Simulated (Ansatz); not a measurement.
Method: PBE (plane waves to 420 eV, PAW; Ansatz, a program for electronic structure).

Electrostatic potential energy of an electron, averaged over planes parallel to the surface, in eV from the Fermi level, for I on the 1x1 (110) surface of bcc Mo, one in a 2x2 cell, started at the site 'hollow Mo-Mo-Mo':

| z (Å) | V (eV) |
|---|---|
| 5.49 | 4.54 |
| 5.78 | 4.53 |
| 6.07 | 4.53 |
| 6.36 | 4.52 |
| 6.64 | 4.50 |
| 6.93 | 4.46 |
| 7.22 | 4.37 |
| 7.51 | 4.21 |
| 7.80 | 3.88 |
| 8.09 | 3.25 |
| 8.38 | 2.01 |
| 8.67 | -0.42 |
| 8.96 | -5.93 |
| 9.24 | -14.58 |
| 9.53 | -21.60 |
| 9.82 | -22.85 |
| 10.11 | -17.68 |
| 10.40 | -9.26 |
| 10.69 | -3.51 |
| 10.98 | -4.32 |
| 11.27 | -11.28 |
| 11.56 | -19.60 |
| 11.84 | -23.60 |
| 12.13 | -20.86 |
| 12.42 | -12.97 |
| 12.71 | -5.01 |
| 13.00 | -2.12 |
| 13.29 | -5.10 |
| 13.58 | -13.09 |
| 13.87 | -20.89 |
| 14.16 | -23.51 |
| 14.44 | -19.41 |
| 14.73 | -11.06 |
| 15.02 | -4.10 |
| 15.31 | -3.18 |
| 15.60 | -8.71 |
| 15.89 | -17.19 |
| 16.18 | -22.70 |
| 16.47 | -21.94 |
| 16.76 | -15.33 |
| 17.04 | -6.77 |
| 17.33 | -1.28 |
| 17.62 | 0.43 |
| 17.91 | 0.38 |
| 18.20 | 0.45 |
| 18.49 | 0.88 |
| 18.78 | 0.90 |
| 19.07 | 0.75 |
| 19.36 | 1.41 |
| 19.64 | 2.71 |
| 19.93 | 3.47 |
| 20.22 | 3.77 |
| 20.51 | 3.90 |
| 20.80 | 3.95 |
| 21.09 | 3.98 |
| 21.38 | 3.99 |
| 21.67 | 3.99 |
| 21.96 | 3.99 |
| 22.24 | 3.99 |
| 22.53 | 3.99 |
| 22.82 | 3.99 |

Set-up: 17 atoms, 6.5 Å thick at the start under the adsorbate (thin: gaps and levels are the slab's own); mesh 6x6x1; 0.1 eV smearing; dipole correction on; 8 atoms held, the rest relaxed; start symmetry kept, larger cells not searched; no spin, no spin-orbit, no U, no dispersion correction. At the end it is bonded to 3 Mo. In PBE it is, or lies within 0.03 eV of, the lowest of the starts that converged.

Problem. The surface cell has an area of 28.26 Å². What dipole along the normal does the step between the two vacuum levels imply?

Solution. the top vacuum level lies 0.55 eV below the bottom one; p = −ε₀ A ΔV (ε₀ = 0.005526 e/(V·Å)) gives 0.09 e·Å a cell.
